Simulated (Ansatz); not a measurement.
# La, response to strain

Take La (space group P6_3/mmc, No. 194; relaxed with 0.1 eV smearing) as the base.

```xyz
4
Lattice="3.7835 0.0000 0.0000 -1.8918 3.2766 0.0000 0.0000 0.0000 12.0681" Properties=species:S:1:pos:R:3 pbc="T T T"
La     0.0000     0.0000     0.0000
La     0.0000     0.0000     6.0340
La     0.0000     2.1844     3.0170
La     1.8918     1.0922     9.0510
```

Cartesian axes are those of the cell as printed.

Strains are applied to the cell and any free atomic positions relax; under biaxial strain the out-of-plane vector relaxes too.

Computed with Ansatz (a first-principles code) r2SCAN, without spin-orbit coupling.

Notes on the quantities. pressure: mean of the normal stresses, compression positive.

```tsv
change	pressure	volume per atom
base	0.0 GPa	37.40 Å³
biaxial strain −2.46 %, plane normal [001], relaxed out of plane	1.0 GPa	35.93 Å³
biaxial strain +0.41 %, plane normal [001], relaxed out of plane	-0.1 GPa	…
biaxial strain +0.46 %, plane normal [001], relaxed out of plane	…	…
isotropic strain −0.59 %	0.4 GPa	36.74 Å³
isotropic strain +1.24 %	-0.8 GPa	38.81 Å³
uniaxial strain ε_xx = +0.31 %	-0.1 GPa	37.52 Å³
uniaxial strain ε_yy = +0.52 %	-0.1 GPa	37.60 Å³
uniaxial strain ε_yy = +2.94 %	-0.6 GPa	38.50 Å³
tensor shear ε_yz = +0.59 %	0.0 GPa	37.40 Å³
```

Some entries are withheld; estimate them.


- biaxial strain +0.41 %, plane normal [001], relaxed out of plane, volume per atom: 37.64 Å³
- biaxial strain +0.46 %, plane normal [001], relaxed out of plane, pressure: -0.2 GPa
- biaxial strain +0.46 %, plane normal [001], relaxed out of plane, volume per atom: 37.67 Å³

Stability against distortions was not tested.
